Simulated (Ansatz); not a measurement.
**ScBeNO (model structure, started from the AlSiCN type, P3m1, No. 156, 4 atoms in the cell): properties by level of theory**

```csv
level (code),lattice constant a (Å),lattice parameter c (Å),cohesive energy (eV/atom),band gap (eV)
LDA (Ansatz),?,?,6.82,3.15
PBE (Ansatz),3.282,4.880,5.89,3.05
PBEsol (Ansatz),3.264,?,6.25,?
r²SCAN+rVV10 (Ansatz),?,4.811,6.01,3.59
```

**Question.** Complete the blanks.

**Answer.** 
- LDA (Ansatz, a program for electronic structure), lattice constant a (Å): 3.237
- LDA (Ansatz), lattice parameter c (Å): 4.736
- PBEsol (Ansatz), lattice parameter c (Å): 4.796
- PBEsol (Ansatz), band gap (eV): 3.01
- r²SCAN+rVV10 (Ansatz), lattice constant a (Å): 3.273

Computed values are for a static lattice.  Each level is taken at its own relaxed cell. Cutoffs differ between the levels. Ansatz's density-functional and Hartree–Fock values are scalar-relativistic unless marked +SOC, with PAW data made under PBE.

Ansatz's density-functional and Hartree–Fock values are scalar-relativistic unless marked +SOC, with PAW data made under PBE.

Free atoms are spin-polarised, in the lowest state found; at levels without +SOC their spin–orbit coupling is left out.

Computed values are for the static lattice.

A model structure was made by putting elements into a prototype or built by hand; it is no filed structure, need not be a known phase, and can be a saddle point held by its symmetry.
